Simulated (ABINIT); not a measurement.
**Variants of one calculation on Cl (Cmce, 4 atoms in the cell)**

```yaml
crystal:
  lattice:
    - [2.23955, -3.11938, 0.00000]
    - [2.23955, 3.11938, 0.00000]
    - [0.00000, 0.00000, 8.25835]
  atoms:
    - { symbol: Cl, position: [0.87700, 0.87700, 0.89700] }
    - { symbol: Cl, position: [0.62300, 0.62300, 0.39700] }
    - { symbol: Cl, position: [0.37700, 0.37700, 0.60300] }
    - { symbol: Cl, position: [0.12300, 0.12300, 0.10300] }
```

Base run A: ABINIT with LDA (PW92), norm-conserving pseudopotentials (PseudoDojo nc-sr-04 LDA standard), self-consistent single point.

Its settings: pseudos = [Cl.upf]; ecut = 28 Ha; occopt = 3; tsmear = 0.05 eV; ngkpt = 7 7 3; nshiftk = 1; shiftk = 0 0 0; potentials = PseudoDojo nc-sr-04 LDA standard; nband = 19; kptopt = 1; nstep = 50; tolvrs = 1e-10.

The starting cell has typed, rounded lattice constants, without a prior relaxation at this level. Its lattice was rescaled by a random factor within 2.5 % of one.

ΔF is the free energy per atom less that of run A. A dash stands where there is no value to compare (another energy zero or no entropy term, no result, no spin, no clean gap, or a mesh too coarse for one). Absolute energies have different zeros for different potentials, functionals, Hubbard and dispersion terms and are not compared across them.

```json
[
 {"run": "A", "change": "base", "ΔF (meV/atom)": "0.00", "pressure (GPa)": "-2.81", "largest force (eV/Å)": "0.325", "gap on the mesh (eV)": "2.220", "k-points": "32"},
 {"run": "B", "change": "ngkpt: 7 7 3 → 9 9 4", "ΔF (meV/atom)": "0.00", "pressure (GPa)": "-2.81", "largest force (eV/Å)": "0.325", "gap on the mesh (eV)": "2.220", "k-points": "75"},
 {"run": "C", "change": "ecut: 28 Ha → 29 Ha; potentials: PseudoDojo nc-sr-04 LDA standard → PseudoDojo nc-sr-05 PBE standard; ixc: default → 23 [Wu-Cohen GGA]", "ΔF (meV/atom)": "–", "pressure (GPa)": "-0.85", "largest force (eV/Å)": "0.239", "gap on the mesh (eV)": "2.329", "k-points": "32"},
 {"run": "D", "change": "boxcutmin: default → 2.8284", "ΔF (meV/atom)": "0.00", "pressure (GPa)": "-2.81", "largest force (eV/Å)": "0.325", "gap on the mesh (eV)": "2.220", "k-points": "32"},
 {"run": "E", "change": "tolvrs: 1e-10 → default; toldfe: default → 3.7e-06 Ha", "ΔF (meV/atom)": "0.00", "pressure (GPa)": "-2.81", "largest force (eV/Å)": "0.325", "gap on the mesh (eV)": "2.220", "k-points": "32"},
 {"run": "F", "change": "npulayit: default → 2", "ΔF (meV/atom)": "0.00", "pressure (GPa)": "-2.81", "largest force (eV/Å)": "0.325", "gap on the mesh (eV)": "2.220", "k-points": "32"},
 {"run": "G", "change": "diemac: default → 12", "ΔF (meV/atom)": "0.00", "pressure (GPa)": "-2.81", "largest force (eV/Å)": "0.325", "gap on the mesh (eV)": "2.220", "k-points": "32"},
 {"run": "H", "change": "ixc: default → 2 [LDA (Perdew-Zunger)]", "ΔF (meV/atom)": "–", "pressure (GPa)": "-2.80", "largest force (eV/Å)": "0.307", "gap on the mesh (eV)": "2.220", "k-points": "32"},
 {"run": "I", "change": "boxcutmin: default → 1.2", "ΔF (meV/atom)": "0.08", "pressure (GPa)": "-2.81", "largest force (eV/Å)": "0.325", "gap on the mesh (eV)": "2.220", "k-points": "32"}
]
```

Run H against A: The pressure hardly changes (-2.81 to -2.80 GPa), the largest force goes from 0.325 to 0.307 eV/Å and the gap on the mesh stays at 2.220 eV.

Run C against A: The pressure goes from -2.81 to -0.85 GPa, the largest force goes from 0.325 to 0.239 eV/Å and the gap on the mesh goes from 2.220 to 2.329 eV.
